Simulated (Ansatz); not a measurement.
Consider Ga2Pt (space group Fm-3m, No. 225; a = 5.9216 Å; relaxed with 0.1 eV smearing). Axes: x, y, z lie along the cube axes.

The values are results of PBEsol in Ansatz (plane waves to 420 eV, PAW, no spin-orbit coupling), not measurements.

Perturbation: uniaxial strain ε_zz = −1.99 %, all other strain components held at zero; the atoms relax in the strained cell.

Task: How does this affect the stress?

Result: The stress (xx, yy, zz, yz, xz, xy; compression positive) amounts to (2.6, 2.6, 3.2, 0.0, 0.0, 0.0) GPa.

Task: What happens to the energy relative to the base?

Result: The energy grows by 3.4 meV/atom.

Whether these cells are dynamically stable was not tested. All final runs are without spin polarisation.

Ansatz is a program for electronic structure.
